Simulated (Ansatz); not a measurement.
# GaSb: pressure series

Take GaSb in the zinc blende structure (space group F-43m, No. 216) as the base.

```xyz
2
Lattice="0.0000 3.0662 3.0662 3.0662 0.0000 3.0662 3.0662 3.0662 0.0000" Properties=species:S:1:pos:R:3 pbc="T T T"
Ga     0.0000     0.0000     0.0000
Sb     1.5331     1.5331     1.5331
```

Cell and atoms are relaxed at each pressure.

Calculations: r2SCAN, PAW, 500 eV (Ansatz, a program for electronic structure; no spin-orbit coupling).

Problem. Only one of these has a direct gap. Which?
A) pressure 4.5 GPa
B) pressure 30 GPa
C) pressure −1 GPa
D) pressure 9 GPa

Solution. C, pressure −1 GPa. Computed: pressure −1 GPa: direct at Γ; pressure 4.5 GPa: indirect, Γ → L; pressure 9 GPa: indirect, Γ → Γ–X (79 % along); pressure 30 GPa: indirect, Γ → Γ–X (80 % along)

Spin-orbit coupling, missing from the scalar runs, can matter with Sb. Load acts through the strain it causes; cell and atoms are relaxed under it. No phonon test of stability was made. Tetrahedral semiconductors of this kind turn to denser phases somewhere between about 1 and 50 GPa; those were not computed, so compressed cells here can lie past the real transition.
